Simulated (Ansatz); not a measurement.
Reference: MgS (Fm-3m), r2SCAN with spin-orbit coupling, rigid bands (plane waves, PAW; Ansatz, a first-principles code); axes and stresses refer to this cell.

```xyz
2
Lattice="0.0000 2.6016 2.6016 2.6016 0.0000 2.6016 2.6016 2.6016 0.0000" Properties=species:S:1:pos:R:3 pbc="T T T"
Mg     0.0000     0.0000     0.0000
S      2.6016     2.6016     2.6016
```

- band gap: 3.43 eV
- hole conductivity mass: 1.22 mₑ
- electron conductivity mass: 0.37 mₑ

**Question.** Change: hydrostatic pressure -2 GPa. What happens to band gap, hole conductivity mass, electron conductivity mass?

**Answer.** band gap moves little, to 3.38 eV; hole conductivity mass moves little, to 1.25 mₑ; electron conductivity mass moves little, to 0.36 mₑ.

**Question.** Change: hydrostatic pressure 10 GPa. What happens to band gap, hole conductivity mass, electron conductivity mass?

**Answer.** band gap increases to 3.64 eV; hole conductivity mass drops to 1.10 mₑ; electron conductivity mass moves little, to 0.37 mₑ.

Masses are for dilute carriers at 300 K, harmonic means over directions unless an axis is named. Stresses and pressures are the targets of the relaxation.  The structure type is held under load, also where the real crystal would transform.
